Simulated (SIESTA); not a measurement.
Input and output of a self-consistent single point for SrAuO2 (P1, 8 atoms in the cell) (SIESTA).

Computed with GGA PBEsol, numerical atomic orbitals DZP, PseudoDojo PBEsol standard norm-conserving potentials (rewritten from UPF to PSML) (SIESTA).

```yaml
crystal:
  lattice:
    - [3.58483, -4.98205, 0.00000]
    - [3.58483, 4.98205, 0.00000]
    - [-0.00199, 0.00000, 3.67160]
  atoms:
    - { symbol: Sr, position: [0.50063, 0.02260, 0.99191] }
    - { symbol: Sr, position: [0.01289, 0.50479, 0.01435] }
    - { symbol: Au, position: [0.00292, 0.99796, 0.51409] }
    - { symbol: Au, position: [0.50713, 0.50055, 0.48735] }
    - { symbol: O, position: [0.68893, 0.28408, 0.47048] }
    - { symbol: O, position: [0.30783, 0.71523, 0.51589] }
    - { symbol: O, position: [0.72707, 0.73102, 0.80805] }
    - { symbol: O, position: [0.25261, 0.24378, 0.19789] }
```

Reference input (self-consistent single point, DFT, LDA PW92, numerical atomic orbitals DZP, PseudoDojo LDA standard norm-conserving potentials (rewritten from UPF to PSML)): XC.functional = LDA; XC.authors = PW92; potentials = PseudoDojo LDA standard; PAO.BasisSize = DZP; PAO.EnergyShift = 0.005 Ry; MeshCutoff = 300 Ry; kgrid.MonkhorstPack = 3 3 5; OccupationFunction = FD; ElectronicTemperature = 10 K; MaxSCFIterations = 150; SCF.Mixer.Method = Pulay; SCF.Mixer.Weight = 0.1. This run's input differs from it in these lines:

```diff
@@ -1,2 +1,2 @@
-# files in the folder: Sr.psml Au.psml O.psml (PseudoDojo LDA standard)
+# files in the folder: Sr.psml Au.psml O.psml (PseudoDojo PBEsol standard)
 SystemName  SrAuO2
@@ -29,4 +29,4 @@
 
-XC.functional                LDA
-XC.authors                   PW92
+XC.functional                GGA
+XC.authors                   PBEsol
 PAO.BasisSize                DZP
```

The program printed (abridged):

```
        iscf     Eharris(eV)        E_KS(eV)     FreeEng(eV)     dDmax    Ef(eV) dHmax(eV)
   scf:    1   -11502.735320   -11627.134953   -11627.134953  2.148881 -3.092551 29.631264
   scf:    2   -11682.980367   -11657.879012   -11657.879012  0.452617 -4.077696 18.075762
   scf:    3   -11680.978332   -11675.702660   -11675.702660  0.629502 -5.168698  1.565655
   scf:    4   -11675.834776   -11675.775459   -11675.775459  0.025725 -5.293675  1.068702
   scf:    5   -11675.930498   -11675.871913   -11675.871913  0.063288 -5.430938  0.482274
   [... 10 lines left out ...]
   scf:   16   -11675.897528   -11675.897528   -11675.897528  0.000027 -5.534098  0.000133
   scf:   17   -11675.897528   -11675.897528   -11675.897528  0.000014 -5.534070  0.000097
   scf:   18   -11675.897528   -11675.897528   -11675.897528  0.000013 -5.534031  0.000078
   scf:   19   -11675.897528   -11675.897528   -11675.897528  0.000002 -5.534036  0.000051
SCF Convergence by DM+H criterion
max |DM_out - DM_in|         :     0.0000017493
max |H_out - H_in|      (eV) :     0.0000510279
SCF cycle converged after 19 iterations

Using DM_out to compute the final energy and forces

siesta: E_KS(eV) =           -11675.8975

siesta: E_KS - E_eggbox =    -11675.8975

siesta: Atomic forces (eV/Ang):
     1   -0.870653   -0.894331   -0.394598
     2   -0.086384    0.053530   -0.133259
     3   -0.552295    0.094573    0.030870
     4   -0.988931    1.490483   -0.110170
     5    1.236399   -1.158785    0.596705
     6   -0.428468    0.194493   -0.396377
     7    2.023568   -0.417329   -0.307703
     8   -0.339555    0.641266    0.709588
   Tot   -0.006319    0.003900   -0.004944
   Max    2.023568
   Res    0.771038    sqrt( Sum f_i^2 / 3N )
   Max    2.023568    constrained

   [... lines left out ...]
siesta: FreeEng =    -11675.897528
   [... lines left out ...]
siesta:     0.035816    0.002106   -0.020987
siesta:     0.002106    0.014356    0.000036
siesta:    -0.020987    0.000036    0.021058

siesta: Cell volume =        131.148379 Ang**3

siesta: Pressure (static):
siesta:                Solid            Molecule  Units
siesta:          -0.00025860         -0.00059139  Ry/Bohr**3
siesta:          -0.02374338         -0.05429936  eV/Ang**3
siesta:         -38.04108279        -86.99716710  kBar
```

The run converged in 19 iterations. Against the reference run the pressure goes from -7.72 to -3.80 GPa, the largest force goes from 2.068 to 2.089 eV/Å and the gap on the mesh goes from 1.546 to 1.572 eV.

The starting cell comes from a database of computed structures (which also holds hypothetical and non-ambient phases and stackings), without a prior relaxation at this level. Its atoms were displaced at random from the sites of space group no. 12. Spin-orbit coupling is off. Values carry the incompleteness of an atom-centred basis. The basis of the alkali or alkaline-earth atoms may lack their empty d shell, which can raise the gap. With a pressure of about -4 GPa the cell is away from its equilibrium volume at this level. Forces in this geometry exceed 1 eV/Å.
